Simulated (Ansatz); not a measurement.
Worked example: self-consistent single point of SrPb (Cmcm, 4 atoms in the cell) in Ansatz (a program for electronic structure).

Method: LDA (PW92), default PAW files made with PBE (plane waves; Ansatz).

```xyz
4
Lattice="2.5090 -6.1150 0.0000 2.5090 6.1150 0.0000 0.0000 0.0000 4.6480" Properties=species:S:1:pos:R:3 pbc="T T T"
Pb     2.5090    -0.9539     1.1620
Pb     2.5090     0.9539     3.4860
Sr     2.5090    -4.5006     1.1620
Sr     2.5090     4.5006     3.4860
```

Reference input (self-consistent single point, DFT, r2SCAN, plane waves, default PAW files made with PBE): basis.ecutwfc = 500 eV; kpoints.mp_grid.grid = 5 5 5; hamiltonian.xc = r2scan; hamiltonian.pseudopotentials = {kind: paw} (the program's default PAW files); scf.occupations.method = cold; scf.occupations.width = 0.272 eV. This run's input differs from it in these lines:

Ansatz 0.2 input:
```diff
@@ -11,3 +11,3 @@
 basis:
-  ecutwfc: 500.0
+  ecutwfc: 420.0
 kpoints:
@@ -15,3 +15,3 @@
 hamiltonian:
-  xc: r2scan
+  xc: lda
   pseudopotentials: { kind: paw }
```

Output (repeated stretches shortened):

```
SCF iter   1: F=—  HF=-30095.828941 eV  |F-HF|=—  |Δ(HF+E_count)|=         —  Δρ=4.56e-3  dr2=1.81e-2  ethr=1.77e-3  ⟨swp⟩=9.3  Hψ=4514  notcnv=0
all-band conjugate gradients solve this SCF's bands
preconditioner: auto → Kerker (q_TF=auto, 2.275 Å⁻¹)
SCF iter   2: F=—  HF=-30095.825766 eV  |F-HF|=—  |Δ(HF+E_count)|=   3.17e-3  S|Δr|=    0.00e0  Δρ=2.23e-3  dr2=5.33e-3  ethr=3.78e-5  ⟨swp⟩=2.5  Hψ=1583  notcnv=0
   [... lines left out ...]
SCF iter   5: F=—  HF=-30095.824576 eV  |F-HF|=—  |Δ(HF+E_count)|=   2.84e-6  S|Δr|=    0.00e0  Δρ=2.26e-5  dr2=2.48e-6  ethr=5.87e-8  ⟨swp⟩=2.0  Hψ=957  notcnv=0
SCF iter   6: F=—  HF=-30095.824575 eV  |F-HF|=—  |Δ(HF+E_count)|=   2.88e-7  S|Δr|=    0.00e0  Δρ=1.05e-5  dr2=4.07e-7  ethr=5.16e-9  ⟨swp⟩=2.2  Hψ=1304  notcnv=0
SCF iter   7: F=-30095.824575 eV  HF=-30095.824575 eV  |F-HF|=4.18e-8  |Δ(HF+E_count)|=   6.46e-8  S|Δr|=    0.00e0  Δρ=4.09e-6  dr2=5.65e-8  ethr=2.08e-10  ⟨swp⟩=8.6  Hψ=4231  notcnv=0
SCF 1 converged in 7 iterations: F = -30095.824575 eV  dr2 = 5.65e-8
Stability not checked (fill_not_monotonic)
Free energy (F): -30095.824575 eV
Internal energy: -30095.819112 eV  (E = F + TS)
E sigma→0 (E₀):  -30095.822754 eV
Entropy (-TS):   -0.005463 eV (-1.366 meV/atom)
Fermi energy:    8.426752 eV
--- Forces (eV/Å), atoms counted from 1 ---
  atom   1  Pb     0.00000000    -0.51042757     0.00000000
  atom   2  Pb     0.00000000     0.51042757     0.00000000
  atom   3  Sr     0.00000000     0.09674063     0.00000000
  atom   4  Sr     0.00000000    -0.09674063     0.00000000
--- Stress (GPa, compression-positive) ---
       -1.444395       0.000000       0.000000
        0.000000      -1.197348       0.000000
        0.000000       0.000000      -0.773907
  P = ⅓ Tr σ = -1.1386 GPa (-11.386 kbar)
  The stress holds the Pulay correction. Without it, at fixed plane waves, as pw.x and ABINIT print it: P = -1.1473 GPa
```

The run converged in 7 iterations. Against the reference run the pressure goes from 1.37 to -1.14 GPa and the largest force goes from 0.655 to 0.510 eV/Å.

The starting cell comes from a database of published, mostly measured structures (it also holds non-ambient and calculated ones), without a prior relaxation at this level. Ansatz's pressure includes its estimate of the finite-basis (Pulay) stress.
